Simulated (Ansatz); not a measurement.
**ZnO: response to strain**

Base system: ZnO in the wurtzite structure (space group P6_3mc, No. 186).

```
ZnO
1.0
    3.27948     0.00000     0.00000
   -1.63974     2.84011     0.00000
    0.00000     0.00000     5.29371
Zn O
2 2
Direct
  0.33333   0.66667   0.00146
  0.66667   0.33333   0.50146
  0.33333   0.66667   0.38054
  0.66667   0.33333   0.88054
```

Strains are applied to the cell and any free atomic positions relax.

Method: PBE (Ansatz, a first-principles code, PAW, no SOC).

Notes on the quantities. pressure: mean of the normal stresses, compression positive.

| case | electron mass | pressure | shortest interatomic distance | width of the top valence band |
|---|---|---|---|---|
| base | 0.14 mₑ (at Γ) | 0.00 GPa | 1.999 Å | 1.71 eV |
| isotropic strain −3.00 % | 0.16 mₑ (at Γ) | 14.42 GPa | 1.939 Å | 1.92 eV |
| isotropic strain −2.40 % | 0.15 mₑ (at Γ) | 11.03 GPa | 1.951 Å | 1.87 eV |
| isotropic strain −1.80 % | 0.15 mₑ (at Γ) | 7.92 GPa | 1.963 Å | (withheld) |
| isotropic strain −1.20 % | 0.15 mₑ (at Γ) | (withheld) | 1.975 Å | 1.79 eV |
| isotropic strain −0.60 % | 0.14 mₑ (at Γ) | (withheld) | 1.987 Å | 1.75 eV |

Q: Fill in the withheld entries from the trend.

A: 
- isotropic strain −1.80 %, width of the top valence band: 1.83 eV
- isotropic strain −1.20 %, pressure: 5.06 GPa
- isotropic strain −0.60 %, pressure: 2.42 GPa

The levels and masses belong to the bands next to the band gap. Masses are band curvatures over ±0.01 Å⁻¹ around the edge. No phonon test of stability was made.
